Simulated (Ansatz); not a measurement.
Cl on the 1x1 (111) surface of fcc Au (the real clean face reconstructs), one in a 2x2 cell: adsorption energies (eV for each) against ½ Cl2(g) in Ansatz (plane waves, PAW). Structures relaxed with PBE; the other functionals are single points on them, with slab and gas at the same level. No dispersion, zero-point or thermal terms. Rows are starts at which the adsorbate stayed.

Slab: 17 atoms, 7.2 Å thick at the start under the adsorbate (thin: gaps and levels are the slab's own); k 6x6x1, smearing 0.1 eV, dipole-corrected; 8 atoms held, the rest relaxed; each run with such symmetry as its start has; no spin, no spin-orbit, no U, no dispersion correction.

```csv
site,PBE,RPBE,r2SCAN
top Au,-0.72,-0.58,-0.96
hollow Au-Au-Au over Au at depth 2.4 Å,-0.88,-0.66,-1.16
hollow Au-Au-Au over Au at depth 4.8 Å,-0.89,-0.67,-1.18
bridge Au-Au (span 2.9 Å),-0.88,-0.67,-1.16
```

RPBE moves the energies by 0.20 eV on average against PBE and the two lowest sites lie within 0.02 eV at one of the levels. r2SCAN moves the energies by -0.27 eV on average against PBE and the two lowest sites lie within 0.02 eV at one of the levels.

Ansatz is a first-principles code.
